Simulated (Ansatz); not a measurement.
# A computed series for TiO2: response to strain

The reference is TiO2 in the anatase structure (space group I4_1/amd, No. 141; a = 3.7393 Å, c = 9.4551 Å). Axes: x, y, z lie along a, b, c of the conventional cell.

Strains are applied to the cell and any free atomic positions relax; under biaxial strain the out-of-plane vector relaxes too.

Computed with LDA in Ansatz (plane waves to 420 eV, PAW, without spin-orbit coupling).

Notes on the quantities. in-plane stress: mean in-plane stress (compression positive).

```csv
case,shortest interatomic distance,in-plane stress,band gap
base,1.911 Å,–,2.08 eV
"biaxial strain −3.00 %, plane normal [001], relaxed out of plane",1.877 Å,+8.5 GPa,2.47 eV
"biaxial strain −2.40 %, plane normal [001], relaxed out of plane",1.883 Å,+6.8 GPa,2.38 eV
"biaxial strain −1.80 %, plane normal [001], relaxed out of plane",1.890 Å,+5.2 GPa,2.30 eV
"biaxial strain −1.20 %, plane normal [001], relaxed out of plane",1.897 Å,+3.5 GPa,2.23 eV
"biaxial strain −0.60 %, plane normal [001], relaxed out of plane",1.904 Å,+1.8 GPa,2.15 eV
```

Stability against distortions was not tested. All final runs are without spin polarisation.

Ansatz is a quantum-chemistry and plane-wave program.
